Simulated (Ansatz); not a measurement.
Input:

```xyz
2
Lattice="3.2052 0.0000 0.0000 1.6026 2.7758 0.0000 1.6026 -0.9253 2.7119" Properties=species:S:1:pos:R:3 pbc="T T T"
Na     0.0000     0.0000     0.0000
F      1.6026     0.9253     1.3559
```

No spin polarisation.

Calculations: DFT with PBEsol, PAW potentials and a 420 eV plane-wave cutoff in Ansatz (a program for electronic structure), spin-orbit coupling left out. Settings: 12×12×12 k-points, 0.05 eV Fermi–Dirac smearing.

Problem. Predict the band gap and pressure.

Solution. The band gap is 6.30 eV and the pressure (mean of the normal stresses, compression positive) is 1.40 GPa.

The cells carry an imposed strain or load. No phonon test of stability was made. The cell was made from NaF in the rock salt structure (space group Fm-3m, No. 225) by this change: biaxial strain −2.08 %, plane normal [111], relaxed out of plane.
